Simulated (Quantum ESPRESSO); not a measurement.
A self-consistent single point of YCo₄Ge (Cmmm, 6 atoms in the cell) with Quantum ESPRESSO.

Level of theory: PBEsol, PSlibrary ultrasoft (PBE) pseudopotentials (plane waves; Quantum ESPRESSO 7.5).

```yaml
crystal:
  lattice:
    - [2.47995, -4.26416, 0.00000]
    - [2.47995, 4.26416, 0.00000]
    - [0.00000, 0.00000, 3.99851]
  atoms:
    - { symbol: Y, position: [0.00000, 0.00000, 0.00000] }
    - { symbol: Co, position: [0.66756, 0.33244, 0.00000], spin: 3.0 }
    - { symbol: Co, position: [0.33244, 0.66756, 0.00000], spin: 3.0 }
    - { symbol: Co, position: [0.50000, 0.00000, 0.50000], spin: 3.0 }
    - { symbol: Co, position: [0.00000, 0.50000, 0.50000], spin: 3.0 }
    - { symbol: Ge, position: [0.50000, 0.50000, 0.50000] }
```
(The spins are starting values, not results.)

Reference input (self-consistent single point, DFT, PBEsol, plane waves, PSlibrary ultrasoft (PBE) pseudopotentials): ecutwfc = 50 Ry; ecutrho = 350 Ry; occupations = smearing; smearing = cold; degauss = 0.0073499 Ry; nspin = 2; input_dft = pbesol; K_POINTS = automatic 4 4 5 0 0 0; conv_thr = 1e-10 Ry; mixing_beta = 0.2. This run's input differs from it in these lines:

```diff
@@ -38,3 +38,3 @@
 K_POINTS automatic
-4 4 5  0 0 0
+6 6 7  0 0 0
 CELL_PARAMETERS angstrom
```

Output, abridged:

```
     Self-consistent Calculation

     iteration #  1     ecut=    50.00 Ry     beta= 0.20

---- Real-time Memory Report at c_bands before calling an iterative solver
           255 MiB given to the printing process from OS
           231 MiB allocation reported by mallinfo(arena+hblkhd)
------------------

     total energy              =    -398.23420225 Ry
     estimated scf accuracy    <       0.58776416 Ry

     total magnetization       =     6.05 Bohr mag/cell
     absolute magnetization    =     6.21 Bohr mag/cell

     iteration #  2     ecut=    50.00 Ry     beta= 0.20

   [... lines left out ...]

---- Real-time Memory Report at c_bands before calling an iterative solver
           492 MiB given to the printing process from OS
           282 MiB allocation reported by mallinfo(arena+hblkhd)
------------------

     Magnetic moment per site  (integrated on atomic sphere of radius R)
     atom   1 (R=0.237)  charge=  8.5450  magn= -0.0986
     atom   2 (R=0.205)  charge=  7.5652  magn=  1.1903
     atom   3 (R=0.205)  charge=  7.5652  magn=  1.1903
     atom   4 (R=0.205)  charge=  7.5489  magn=  1.2117
     atom   5 (R=0.205)  charge=  7.5489  magn=  1.2117
     atom   6 (R=0.205)  charge=  1.9939  magn= -0.0251
     End of self-consistent calculation

     the Fermi energy is    12.6062 ev

!    total energy              =    -398.43052926 Ry
     estimated scf accuracy    <          5.2E-11 Ry
     smearing contrib. (-TS)   =      -0.00052718 Ry
     internal energy E=F+TS    =    -398.43000208 Ry

     total magnetization       =     4.41 Bohr mag/cell
     absolute magnetization    =     5.26 Bohr mag/cell

     convergence has been achieved in  28 iterations

     Forces acting on atoms (cartesian axes, Ry/au):

     atom    1 type  1   force =     0.00000000    0.00000000    0.00000000
     atom    2 type  2   force =     0.00000000   -0.00762063    0.00000000
     atom    3 type  2   force =     0.00000000    0.00762063    0.00000000
     atom    4 type  2   force =     0.00000000    0.00000000    0.00000000
   [... lines left out ...]

     Total force =     0.010777     Total SCF correction =     0.000000

          total   stress  (Ry/bohr**3)                   (kbar)     P=      -64.22
  -0.00047775   0.00000000   0.00000000          -70.28        0.00        0.00
   0.00000000  -0.00036622   0.00000000            0.00      -53.87        0.00
   0.00000000   0.00000000  -0.00046563            0.00        0.00      -68.50

   JOB DONE.
```

The run converged in 28 iterations. Against the reference run the free energy rises by 1.5 meV/atom, the pressure goes from -6.60 to -6.42 GPa, the largest force goes from 0.224 to 0.196 eV/Å and the size of the net moment hardly changes (0.72 to 0.73 μB/atom).

The starting cell comes from a database of computed structures (which also holds hypothetical and non-ambient phases and stackings), without a prior relaxation at this level. The magnetic order is the one reached from the typed start; others were not searched systematically. With a pressure of about -6 GPa the cell is away from its equilibrium volume at this level.

Cost on one core of a shared machine: roughly 10 min.
